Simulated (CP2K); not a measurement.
Band structure of BaTiO3 (Pm-3m, 5 atoms in the cell).

```
BaTiO3
1.0
    4.00000     0.00000     0.00000
    0.00000     4.00000     0.00000
    0.00000     0.00000     4.00000
Ba Ti O
1 1 3
Direct
  0.00000   0.00000   0.00000
  0.50000   0.50000   0.50000
  0.50000   0.00000   0.50000
  0.00000   0.50000   0.50000
  0.50000   0.50000   0.00000
```

Method: PBE, GPW, DZVP-MOLOPT-SR-GTH basis, GTH-PBE potentials (GTH_POTENTIALS) (CP2K).

Settings: CUTOFF = 600 Ry; REL_CUTOFF = 40 Ry; SMEAR/METHOD = FERMI_DIRAC; ELECTRONIC_TEMPERATURE = 116.05 K; KPOINTS/SCHEME = MONKHORST-PACK 7 7 7; XC_FUNCTIONAL = PBE; Ba/BASIS_SET = DZVP-MOLOPT-SR-GTH-q10; Ba/POTENTIAL = GTH-PBE-q10; Ti/BASIS_SET = DZVP-MOLOPT-SR-GTH-q12; Ti/POTENTIAL = GTH-PBE-q12; O/BASIS_SET = DZVP-MOLOPT-SR-GTH-q6; O/POTENTIAL = GTH-PBE-q6; METHOD = GPW; EPS_DEFAULT = 1e-10.

The starting cell has typed, rounded lattice constants, without a prior relaxation at this level. Values carry the incompleteness of an atom-centred basis.

Q: Predict the gap along the standard path and the places of the band edges.

A: The gap along the path is 1.68 eV, from R to Γ; the smallest direct gap on it is 1.85 eV.

Levels in eV from the top of the valence band on the SCF mesh, bands 17 to 21:
| point | 17 | 18 | 19 | 20 | 21 |
|---|---|---|---|---|---|
| Γ | -1.01 | -0.12 | -0.12 | -0.12 | 1.74 |
| X | -1.81 | -1.81 | -0.70 | -0.70 | 1.92 |
| M | -1.73 | -0.83 | -0.83 | -0.05 | 3.51 |
| R | -2.43 | 0.06 | 0.06 | 0.06 | 4.17 |

Higher empty bands are left out: an atom-centred basis made for the valence describes them poorly.
